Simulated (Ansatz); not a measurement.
fcc Pb (1 1 1) on zinc-blende InP (1 1 1) (film strained to the substrate, started from cuts of the bulks and a machine-learned relaxation; slabs In12P12 and Pb16, which can lie off the formulas)

A periodic stack without vacuum, fcc Pb (1 1 1) on zinc-blende InP (1 1 1) (film strained to the substrate, started from cuts of the bulks and a machine-learned relaxation; slabs In12P12 and Pb16, which can lie off the formulas): substrate slab In12P12, film Pb16, surface cells [[-2, 1], [-1, -1]] and [[2, 0], [0, 2]], film strained by +2.4 and +2.4 %, outermost planes In/P and Pb/Pb as cut, which need not be the usual terminations and can put a slab off its formula.

The start was prepared with a machine-learned potential, and the result is one local minimum, with the in-plane cell held and forces under 0.04 eV/Å; the film can end far from its bulk form.

Level of theory: PBE (plane waves to 420 eV, PAW; Ansatz, a quantum-chemistry and plane-wave program). No spin–orbit coupling; the runs are not spin-polarised. Its k-point mesh 4×4×1, Fermi–Dirac width 0.05 eV.

* **interface area**: 46.1 Å²
* **period**: 25.54 Å
* **heights between the nearest atoms of the two slabs at the two interfaces**: 2.64 and 2.83 Å
* **In–Pb contacts across the interfaces within 1.22 times the sum of covalent radii**: 3, mean 3.12 Å
* **P–Pb contacts across the interfaces within 1.22 times the sum of covalent radii**: 3, mean 2.83 Å
* **estimate of the barrier**: withheld, since the two interfaces are unlike

```
CELL_PARAMETERS angstrom
      7.29903    -0.00013    -0.08119
      3.64940     6.32144    -0.06033
     -3.31968    -1.83409    25.58009
ATOMIC_POSITIONS crystal
  In 0.67064 0.64825 0.05553
  In 0.33786 0.31052 0.05740
  In 0.00135 0.97782 0.05608
  In 0.71777 0.35137 0.19284
  In 0.38460 0.01867 0.19319
  In 0.05043 0.68585 0.19343
  In 0.76380 0.05934 0.32831
  In 0.43033 0.72573 0.32754
  In 0.09689 0.39248 0.32801
  In 0.81208 0.76586 0.46281
  In 0.47747 0.43049 0.46269
  In 0.14060 0.10366 0.46287
  P  0.68227 0.32371 0.09127
  P  0.34829 0.98825 0.09181
  P  0.01602 0.65594 0.09225
  P  0.72907 0.02916 0.22703
  P  0.39591 0.69513 0.22644
  P  0.06240 0.36194 0.22675
  P  0.77431 0.73568 0.36142
  P  0.44159 0.40373 0.36136
  P  0.10945 0.06856 0.36147
  P  0.82181 0.44508 0.49961
  P  0.49005 0.11021 0.49870
  P  0.15568 0.77759 0.49799
  Pb 0.07645 0.80398 0.60306
  Pb 0.00259 0.33264 0.60347
  Pb 0.54513 0.79648 0.61116
  Pb 0.54276 0.25669 0.60322
  Pb 0.75154 0.50377 0.71979
  Pb 0.74203 0.00198 0.72065
  Pb 0.24847 0.49911 0.71949
  Pb 0.24938 0.99604 0.72030
  Pb 0.44223 0.19940 0.83119
  Pb 0.47430 0.68762 0.83225
  Pb 0.95591 0.19977 0.83446
  Pb 0.94600 0.72020 0.83150
  Pb 0.13707 0.90052 0.94213
  Pb 0.17936 0.38269 0.94100
  Pb 0.65964 0.89536 0.94472
  Pb 0.65272 0.42514 0.94324
```
